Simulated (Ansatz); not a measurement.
The structure below was relaxed with PBEsol (Ansatz, a first-principles code; PAW; 420 eV plane waves; no SOC).

Space group P-3m1 (No. 164); a = b = 3.127 Å, c = 7.737 Å, α = β = 90.00°, γ = 120.00°

```csv
atom,site,symmetry,x,y,z
Na,2d,3m.,0.6667,0.3333,0.3219
Li,1a,-3m.,0.0000,0.0000,0.0000
F,1b,-3m.,0.0000,0.0000,0.5000
F,2d,3m.,0.3333,0.6667,0.1438
```

**Question.** Write out a cell with all atoms.

**Answer.** 
```
Na2LiF3
1.0
    3.12704     0.00000     0.00000
   -1.56352     2.70810     0.00000
    0.00000     0.00000     7.73730
Na Li F
2 1 3
Direct
  0.33333   0.66667   0.67808
  0.66667   0.33333   0.32192
  0.00000   0.00000   0.00000
  0.00000   0.00000   0.50000
  0.33333   0.66667   0.14378
  0.66667   0.33333   0.85622
```
This is the conventional cell.

Each cell is one ordered arrangement of few atoms, which overstates ordering effects compared with a random alloy. No phonon test of stability was made. The cell was made from LiF by this change: x(Na) = 0.667, 6 atoms, P-3m1.
